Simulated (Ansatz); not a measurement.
**ZnS: isotropic strain −1.69 %**

Take ZnS in the wurtzite structure (space group P6_3mc, No. 186; a = 3.845 Å, c = 6.306 Å) as the base.

Perturbation: the cell is scaled by 0.9831 in all directions; the atoms relax in the strained cell.

Computed with Ansatz (a program for electronic structure), PBE, PAW, cutoff 420 eV, no spin-orbit coupling, earlier PAW set. k-mesh 10×10×5 (Γ-centred); smearing 0.05 eV (Fermi–Dirac).

Volume per atom: 19.18 Å³ (base 20.19 Å³)
Space group: P6_3mc (No. 186) (base P6_3mc (No. 186))
Shortest interatomic distance: 231.8 pm (base 235.7 pm)
Energy relative to the base (free energy F): +12 meV/atom
Pressure (mean of the normal stresses, compression positive): 3.96 GPa (base 0.00 GPa)
Band gap: 2.30 eV (base 2.07 eV)
Gap character: direct at Γ (base direct at Γ)
Mean gap deformation potential ΔEg/Δln V: -4.5 eV
Width of the top valence band: 2.20 eV (base 2.03 eV)
Electron mass: 0.16 mₑ along c, 0.19 mₑ across (at Γ) (base 0.16 mₑ along c, 0.18 mₑ across (at Γ))
Valence-band top at Γ (three highest levels, from the VBM): 0.00, 0.00, -0.08 eV (base 0.00, 0.00, -0.07 eV)

Effective masses come from finite differences of ±0.01 Å⁻¹. Whether these cells are dynamically stable was not tested.
